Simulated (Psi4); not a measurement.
Psi4 1.11, M06-2X/def2-svp: C[Si@H]1CC=C([SiH3])[C@H]1F, 19 atoms. The geometry is a generated start, not checked to be a minimum at this level.

```
Quantity                                                  Value
-------------------------------  ------------------------------
task                                                   gradient
method                                                   m06-2x
basis                                                  def2-svp
memory                                                     7 GB
scf_type                                           df (default)
guess                            auto, which took SAD (default)
diis_max_vecs                                      10 (default)
scf_initial_accelerator                         adiis (default)
e_convergence                                   1e-08 (default)
d_convergence                                   1e-08 (default)
basis functions (reference run)                             175
grid points (reference run)                             3394971
```

```xyz
19

C     -2.5423     1.1812    -0.4280
Si    -1.4861    -0.0109     0.5060
C     -0.8506    -1.4430    -0.6008
C      0.6538    -1.2895    -0.6052
C      1.2054    -0.2745     0.0957
Si     3.0035     0.0851     0.2160
C      0.2775     0.6508     0.8574
F      0.3507     1.9241     0.3829
H     -2.7856     2.0554     0.1835
H     -3.4844     0.7171    -0.7353
H     -2.0365     1.5370    -1.3309
H     -2.1454    -0.5391     1.7341
H     -1.1384    -2.4087    -0.1759
H     -1.2496    -1.3522    -1.6151
H      1.2452    -2.0002    -1.1779
H      3.4150     1.0572    -0.8263
H      3.7752    -1.1692     0.0227
H      3.3191     0.6232     1.5628
H      0.4738     0.6562     1.9345
```
Charge 0, spin multiplicity 1.

The reference run has dft_radial_points = 200, dft_spherical_points = 974, dft_pruning_scheme = none (default); it is not itself proven converged. One run each, on a shared machine, so no times are given.

Settings tried, all else as in the reference:
- dft_radial_points = 75 (default), dft_spherical_points = 302 (default)
- dft_radial_points = 99, dft_spherical_points = 590, dft_pruning_scheme = robust
- dft_radial_points = 50, dft_spherical_points = 194
- dft_radial_points = 99, dft_spherical_points = 590, dft_pruning_scheme = treutler
- dft_radial_points = 75 (default), dft_spherical_points = 434
- dft_radial_points = 75 (default), dft_spherical_points = 302 (default), dft_pruning_scheme = treutler
- dft_radial_points = 35, dft_spherical_points = 110
- dft_radial_points = 25, dft_spherical_points = 50
- dft_radial_points = 99, dft_spherical_points = 590
- dft_radial_points = 150, dft_spherical_points = 770
- dft_radial_points = 75 (default), dft_spherical_points = 302 (default), dft_pruning_scheme = robust

Question: Which settings reproduce the reference to 1.0 meV/atom in energy, 10 meV/Å in forces (largest component)?

Answer: Within it: dft_radial_points = 150, dft_spherical_points = 770. At the edge (between 0.75 and 1.33 times the tolerance): dft_radial_points = 99, dft_spherical_points = 590; dft_radial_points = 99, dft_spherical_points = 590, dft_pruning_scheme = robust. Outside: dft_radial_points = 75 (default), dft_spherical_points = 434; dft_radial_points = 75 (default), dft_spherical_points = 302 (default); dft_radial_points = 75 (default), dft_spherical_points = 302 (default), dft_pruning_scheme = robust; dft_radial_points = 99, dft_spherical_points = 590, dft_pruning_scheme = treutler; dft_radial_points = 75 (default), dft_spherical_points = 302 (default), dft_pruning_scheme = treutler; dft_radial_points = 50, dft_spherical_points = 194; dft_radial_points = 35, dft_spherical_points = 110; dft_radial_points = 25, dft_spherical_points = 50.

```
setting                                                                                                grid points  energy against the reference  difference in forces (largest component)
-----------------------------------------------------------------------------------------------------  -----------  ----------------------------  ----------------------------------------
the reference                                                                                              3394971                             —                                         —
dft_radial_points = 150, dft_spherical_points = 770                                                        2026325              −0.0095 meV/atom                                 2.1 meV/Å
dft_radial_points = 99, dft_spherical_points = 590                                                         1028727              +0.0050 meV/atom                                  10 meV/Å
dft_radial_points = 99, dft_spherical_points = 590, dft_pruning_scheme = robust                             714757              +0.0051 meV/atom                                  10 meV/Å
dft_radial_points = 75 (default), dft_spherical_points = 434                                                576136              +0.0058 meV/atom                                  15 meV/Å
dft_radial_points = 75 (default), dft_spherical_points = 302 (default)                                      401126               +0.049 meV/atom                                  15 meV/Å
dft_radial_points = 75 (default), dft_spherical_points = 302 (default), dft_pruning_scheme = robust         273178              +0.0094 meV/atom                                  16 meV/Å
dft_radial_points = 99, dft_spherical_points = 590, dft_pruning_scheme = treutler                           528253                −0.14 meV/atom                                  46 meV/Å
dft_radial_points = 75 (default), dft_spherical_points = 302 (default), dft_pruning_scheme = treutler       218002               −0.098 meV/atom                                  46 meV/Å
dft_radial_points = 50, dft_spherical_points = 194                                                          174824                +0.36 meV/atom                                  65 meV/Å
dft_radial_points = 35, dft_spherical_points = 110                                                           69696                  +35 meV/atom                                 190 meV/Å
dft_radial_points = 25, dft_spherical_points = 50                                                            22720                 −250 meV/atom                                1300 meV/Å
```

Total energies are compared; such shifts often cancel in part in energy differences. The gradients leave out the derivatives of the grid weights. The tolerance is a choice made for this comparison.
